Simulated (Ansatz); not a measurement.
Consider a 16-atom cell of (V,Cr)2AlC started in the 211 MAX phase structure, site fractions V 0.125, Cr 0.875, short-range order +0.11 in the first shell of the mixed sites (0 is random, a negative value favours unlike neighbours), space group Pm at the end. Its start:

```yaml
crystal:
  lattice:
    - [2.84278, 0.00000, 0.00000]
    - [0.00000, 4.92318, -0.00010]
    - [0.00000, -0.00025, 12.71473]
  atoms:
    - { symbol: Cr, position: [0.00000, 0.33293, 0.08453] }
    - { symbol: Cr, position: [0.50000, 0.83375, 0.08447] }
    - { symbol: Cr, position: [0.50000, 0.16692, 0.91437] }
    - { symbol: Cr, position: [0.00000, 0.66641, 0.91441] }
    - { symbol: Cr, position: [0.50000, 0.16668, 0.58695] }
    - { symbol: Cr, position: [0.00000, 0.66621, 0.58658] }
    - { symbol: Cr, position: [0.00000, 0.33402, 0.41390] }
    - { symbol: V, position: [0.50000, 0.83252, 0.41347] }
    - { symbol: Al, position: [0.00000, 0.33359, 0.75054] }
    - { symbol: Al, position: [0.50000, 0.83314, 0.75028] }
    - { symbol: Al, position: [0.50000, 0.16868, 0.24954] }
    - { symbol: Al, position: [0.00000, 0.66498, 0.24819] }
    - { symbol: C, position: [0.00000, 0.99998, 0.99941] }
    - { symbol: C, position: [0.50000, 0.50002, 0.99964] }
    - { symbol: C, position: [0.00000, 0.00451, 0.50170] }
    - { symbol: C, position: [0.50000, 0.49564, 0.50202] }
```

The mixing enthalpy is taken against the end members in the 211 MAX phase type (which need not be the stable form of AlV2C and AlCr2C), relaxed in the same cell and mesh.

Calculation: PBE (plane waves to 420 eV, PAW; Ansatz, an electronic-structure program). Scalar-relativistic, without spin–orbit coupling; the runs are not spin-polarised. Its k-point mesh 10×6×3, Fermi–Dirac width 0.05 eV.

```
end member  weight  volume per atom (Å³)
----------  ------  --------------------
AlV2C        0.125                 12.00
AlCr2C       0.875                 11.09
```

Task: Predict the alloy's volume, bond lengths and mixing enthalpy.

Result: 
| Item | Value |
|---|---|
| volume per atom | 11.21 Å³ |
| C–Cr bonds | 1.962 Å on average, from 1.949 to 1.976 (21) |
| Al–Cr bonds | 2.672 Å on average, from 2.643 to 2.710 (21) |
| C–V bonds | 1.994 Å on average, from 1.994 to 1.995 (3) |
| Al–V bonds | 2.707 Å on average, from 2.699 to 2.712 (3) |
| mixing enthalpy per site of the mixed sublattice | 6 meV |
| departure of the mean lattice parameter from Vegard's line | under 0.15 %, inside the noise of the relaxations |
